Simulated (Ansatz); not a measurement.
We consider PbClF (model structure, started from the PbFCl type, P4/nmm, No. 129, 6 atoms in the cell), described by PBEsol (Ansatz, an electronic-structure program, plane waves, PAW).

Run with plane-wave cutoff 500 eV, 10×10×6 k mesh (along the axes of the cell as run), Fermi–Dirac smearing 0.05 eV, scalar-relativistic PAW data made under PBE.

Cell (relaxed at this level):

```xyz
6
Lattice="4.0675 0.0000 0.0000 0.0000 4.0675 0.0000 0.0000 0.0000 7.1956" Properties=species:S:1:pos:R:3 pbc="T T T"
Pb     2.0337     0.0000     1.4922
Pb     0.0000     2.0337     5.7035
Cl     2.0337     0.0000     4.6554
Cl     0.0000     2.0337     2.5402
F      0.0000     0.0000     0.0000
F      2.0337     2.0337     0.0000
```

Task: Give the computed band gap.

Result: 
- band gap = 3.35 eV (on the SCF k mesh)

Spin–orbit coupling is not included; with these elements it can move the gap by several tenths of an eV or more.

Static lattice: no zero-point or thermal effects.

The result took roughly 90 core-seconds.

A model structure was made by putting elements into a prototype or built by hand; here it ended with the formula and space group of a phase in our tables.
